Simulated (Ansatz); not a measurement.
The parent structure is La₂O₃ (space group P-3m1, No. 164).

```
CELL_PARAMETERS angstrom
      3.90646     0.00000     0.00000
     -1.95323     3.38309     0.00000
      0.00000     0.00000     6.03942
ATOMIC_POSITIONS crystal
  La 0.33333 0.66667 0.24534
  La 0.66667 0.33333 0.75466
  O  0.00000 0.00000 0.00000
  O  0.33333 0.66667 0.64608
  O  0.66667 0.33333 0.35392
```

Cartesian axes are those of the cell as printed.

All numbers come from PBEsol (Ansatz, a first-principles code), no spin-orbit coupling, earlier PAW set.

Strains are applied to the cell and any free atomic positions relax.

One change was made to it. Results:

```csv
quantity,base,after
energy relative to the base (free energy F),0 meV/atom,+1.9 meV/atom
band gap,3.77 eV,3.72 eV
```

### Question
Which of these changes matches the shifts?
A. isotropic strain −4.99 %
B. isotropic strain −5.33 %
C. strain tensor (xx, yy, zz, yz, xz, xy) = (+0.60, +0.04, +0.91, +0.32, −0.15, −1.66) %
D. strain tensor (xx, yy, zz, yz, xz, xy) = (+0.27, −0.12, +0.95, −0.88, +0.68, −0.82) %

### Answer
D, strain tensor (xx, yy, zz, yz, xz, xy) = (+0.27, −0.12, +0.95, −0.88, +0.68, −0.82) %. For comparison, the energy relative to the base in the other runs: strain tensor (xx, yy, zz, yz, xz, xy) = (+0.60, +0.04, +0.91, +0.32, −0.15, −1.66) % gives +4.3 meV/atom; isotropic strain −5.33 % gives +200 meV/atom; isotropic strain −4.99 % gives +173 meV/atom.

Stability against distortions was not tested.
